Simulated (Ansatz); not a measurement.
The reference is CdS in the zinc blende structure (space group F-43m, No. 216; a = 5.757 Å). Axes: x, y, z lie along the cube axes.

Method: LDA in Ansatz (plane waves to 420 eV, PAW, no spin-orbit coupling).

Base values:

The shortest interatomic distance is 2.493 Å.

Modification: uniaxial strain ε_zz = −2.50 %, all other strain components held at zero, atoms relaxed at fixed cell.

Task: How does this affect the energy relative to the base and shortest interatomic distance?

Result: The energy goes up by 3.9 meV/atom; the shortest interatomic distance decreases by 0.021 Å, from 2.493 Å to 2.472 Å.

No phonon test of stability was made.

Ansatz is a program for electronic structure.
